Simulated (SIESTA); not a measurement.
Worked example: self-consistent single point of TiMo (P1, 2 atoms in the cell) in SIESTA.

Method of the run: GGA PBEsol with spin-orbit coupling, numerical atomic orbitals DZP, PseudoDojo PBEsol fully relativistic norm-conserving potentials (rewritten from UPF to PSML) (SIESTA).

```xyz
2
Lattice="1.5936 -2.3604 0.0000 1.5936 2.3604 0.0000 0.0000 0.0000 4.2507" Properties=species:S:1:pos:R:3 pbc="T T T"
Ti     1.5917    -0.0039     2.1112
Mo     0.0019     0.0039     0.0142
```

Reference input (self-consistent single point, DFT, GGA PBEsol, numerical atomic orbitals DZP, PseudoDojo PBEsol standard norm-conserving potentials (rewritten from UPF to PSML)): XC.functional = GGA; XC.authors = PBEsol; potentials = PseudoDojo PBEsol standard; PAO.BasisSize = DZP; PAO.EnergyShift = 0.01 Ry; MeshCutoff = 300 Ry; kgrid.MonkhorstPack = 10 10 6; OccupationFunction = MP; OccupationMPOrder = 0; ElectronicTemperature = 0.136 eV; MaxSCFIterations = 150; SCF.Mixer.Method = Broyden. This run's input differs from it in these lines:

```diff
@@ -1,2 +1,2 @@
-# files in the folder: Ti.psml Mo.psml (PseudoDojo PBEsol standard)
+# files in the folder: Ti.psml Mo.psml (PseudoDojo PBEsol fully relativistic)
 SystemName  TiMo
@@ -35,2 +35,7 @@
 ElectronicTemperature        0.136 eV
+Spin                         spin-orbit
+%block DM.InitSpin
+  1 0.00 0.00 0.00
+  2 0.00 0.00 0.00
+%endblock DM.InitSpin
```

Output, abridged:

```
        iscf     Eharris(eV)        E_KS(eV)     FreeEng(eV)     dDmax    Ef(eV) dHmax(eV)
   scf:    1    -3479.579854    -3513.843487    -3513.873377  0.714699 -4.273874 16.619010
     spin moment: {S} , |S| = {   -0.00000   -0.00000   -0.00000 }     0.00000
   scf:    2    -3476.118312    -3512.617371    -3512.628122  0.331694 -4.596071 17.107394
     spin moment: {S} , |S| = {   -0.00000    0.00000   -0.00000 }     0.00000
   scf:    3    -3526.324061    -3523.768324    -3523.787411  0.185073 -4.668275  3.803083
     spin moment: {S} , |S| = {   -0.00000    0.00000    0.00000 }     0.00000
   [... lines left out ...]
     spin moment: {S} , |S| = {   -0.00000   -0.00000    0.00000 }     0.00000
   scf:   10    -3524.287377    -3524.287260    -3524.307264  0.000906 -5.248213  0.025869
     spin moment: {S} , |S| = {    0.00000   -0.00000    0.00000 }     0.00000
   scf:   11    -3524.287270    -3524.287273    -3524.307292  0.000379 -5.249502  0.000888
     spin moment: {S} , |S| = {   -0.00000   -0.00000    0.00000 }     0.00000
   scf:   12    -3524.287273    -3524.287272    -3524.307292  0.000011 -5.249670  0.000277
     spin moment: {S} , |S| = {   -0.00000    0.00000    0.00000 }     0.00000
SCF Convergence by DM+H criterion
max |DM_out - DM_in|         :     0.0000110723
max |H_out - H_in|      (eV) :     0.0002769500
SCF cycle converged after 12 iterations

Using DM_out to compute the final energy and forces

siesta: E_KS(eV) =            -3524.2873

siesta: E_KS - E_eggbox =     -3524.2873

siesta: Atomic forces (eV/Ang):
     1    0.021904    0.023819    0.161389
     2   -0.023297   -0.021240   -0.160667
   Tot   -0.001393    0.002580    0.000722
   Max    0.161389
   Res    0.094781    sqrt( Sum f_i^2 / 3N )
   Max    0.161389    constrained

Stress tensor Voigt[x,y,z,yz,xz,xy] (kbar):       90.41      104.91       80.88       -0.22       -0.09        0.04
(Free)E + p*V (eV/cell)    -3526.1449
Target enthalpy (eV/cell)    -3524.3073

siesta: Program's energy decomposition (eV):
siesta: Enl(+so)=       241.096556
   [... lines left out ...]
siesta: FreeEng =     -3524.307292
siesta: Cell volume =         31.978188 Ang**3
siesta:         -92.06791772        -98.30434151  kBar
   [... lines left out ...]

Total              26.00000   0.00000     -0.000   0.000   0.000

Mulliken Atomic Populations:
Atom #   charge [q] valence [e]           S      Sx [e]      Sy [e]      Sz [e]  Species
     1     0.324270   11.675730    0.000000    0.000000    0.000000   -0.000000  Ti
     2    -0.324270   14.324270    0.000000   -0.000000    0.000000    0.000000  Mo
 Total    -0.000000                0.000000   -0.000000    0.000000    0.000000
```

The run converged in 12 iterations. Against the reference run the pressure goes from -9.06 to -9.21 GPa and the largest force hardly changes (0.162 to 0.165 eV/Å).

The starting cell comes from a database of computed structures (which also holds hypothetical and non-ambient phases and stackings), without a prior relaxation at this level. Its atoms were displaced at random from the sites of space group no. 65. Values carry the incompleteness of an atom-centred basis. With a pressure of about -9 GPa the cell is away from its equilibrium volume at this level.

Cost on one core of a shared machine: roughly 4 min.
